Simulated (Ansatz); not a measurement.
**bcc Ta (1 1 1) on antifluorite Mg2Si (1 1 1) (film strained to the substrate, started from cuts of the bulks and a machine-learned relaxation; slabs Mg8Si4 and Ta10, which can lie off the formulas)**

A periodic stack without vacuum, bcc Ta (1 1 1) on antifluorite Mg2Si (1 1 1) (film strained to the substrate, started from cuts of the bulks and a machine-learned relaxation; slabs Mg8Si4 and Ta10, which can lie off the formulas): substrate slab Mg8Si4, film Ta10, surface cells [[0, 1], [-1, 0]] and [[0, -1], [1, 0]], film strained by -4.1 and -4.1 %, outermost planes Mg/Mg and Ta/Ta as cut, which need not be the usual terminations and can put a slab off its formula.

The start was prepared with a machine-learned potential, and the result is one local minimum, with the in-plane cell held and forces under 0.04 eV/Å; the film can end far from its bulk form.

The numbers are results of PBE (plane waves to 420 eV, PAW; Ansatz, a first-principles code), not measurements. Spin–orbit coupling is left out; the runs are not spin-polarised; PBE gaps are too small against experiment. Its k-point mesh 8×8×1, Fermi–Dirac width 0.05 eV.

* **interface area**: 17.5 Å²
* **period**: 24.81 Å
* **heights between the nearest atoms of the two slabs at the two interfaces**: 1.50 and 1.50 Å
* **Mg–Ta contacts across the interfaces within 1.22 times the sum of covalent radii**: 14, mean 3.24 Å
* **Si–Ta contacts across the interfaces within 1.22 times the sum of covalent radii**: 2, mean 2.61 Å
* **estimate of the barrier**: withheld, since the Fermi level falls at or inside a band of the host, which a slab this thin can't settle

```yaml
crystal:
  lattice:
    - [4.49946, 0.00027, 0.01284]
    - [-2.24975, 3.89679, -0.12388]
    - [-0.07216, 0.74870, 24.79562]
  atoms:
    - { symbol: Mg, position: [0.69465, 0.15687, 0.02151] }
    - { symbol: Mg, position: [0.36073, 0.49041, 0.10092] }
    - { symbol: Mg, position: [0.02697, 0.82411, 0.17641] }
    - { symbol: Mg, position: [0.69343, 0.15748, 0.25044] }
    - { symbol: Mg, position: [0.35994, 0.49090, 0.32471] }
    - { symbol: Mg, position: [0.02666, 0.82403, 0.39873] }
    - { symbol: Mg, position: [0.69401, 0.15706, 0.47423] }
    - { symbol: Mg, position: [0.36111, 0.48980, 0.55362] }
    - { symbol: Si, position: [0.02761, 0.82371, 0.06642] }
    - { symbol: Si, position: [0.36018, 0.49078, 0.21329] }
    - { symbol: Si, position: [0.69328, 0.15750, 0.36187] }
    - { symbol: Si, position: [0.02746, 0.82347, 0.50871] }
    - { symbol: Ta, position: [0.69516, 0.15607, 0.64696] }
    - { symbol: Ta, position: [0.02820, 0.82291, 0.61411] }
    - { symbol: Ta, position: [0.02878, 0.82262, 0.72841] }
    - { symbol: Ta, position: [0.36197, 0.48930, 0.68342] }
    - { symbol: Ta, position: [0.36221, 0.48929, 0.80766] }
    - { symbol: Ta, position: [0.69551, 0.15595, 0.76747] }
    - { symbol: Ta, position: [0.69539, 0.15617, 0.89171] }
    - { symbol: Ta, position: [0.02883, 0.82271, 0.84671] }
    - { symbol: Ta, position: [0.02830, 0.82319, 0.96102] }
    - { symbol: Ta, position: [0.36188, 0.48962, 0.92817] }
```
